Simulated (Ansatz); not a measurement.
Data:

```yaml
crystal:
  lattice:
    - [0.00000, 1.82608, 1.82608]
    - [1.82608, 0.00000, 1.82608]
    - [1.82608, 1.82608, 0.00000]
  atoms:
    - { symbol: B, position: [0.00000, 0.00000, 0.00000] }
    - { symbol: N, position: [0.25000, 0.25000, 0.25000] }
```

No spin polarisation.

Level of theory: Kohn–Sham DFT with the LDA functional, run in Ansatz (a program for electronic structure) with PAW and 420 eV plane waves, scalar-relativistic without spin-orbit coupling. Γ-centred 16×16×16 mesh, Fermi–Dirac width 0.05 eV.

What width of the top valence band does the calculation give?

6.35 eV.

Estimate the band gap.

4.32 eV.

Predict the pressure.

-21.43 GPa.

What is the computed hole mass (degenerate bands, along [100])?

0.51, 0.53, 0.53 mₑ (at Γ).

The cells carry an imposed strain or load. Masses are band curvatures over ±0.01 Å⁻¹ around the edge. Whether these cells are dynamically stable was not tested. The cell was made from BN in the zinc blende structure (space group F-43m, No. 216) by this change: isotropic strain +2.00 %.
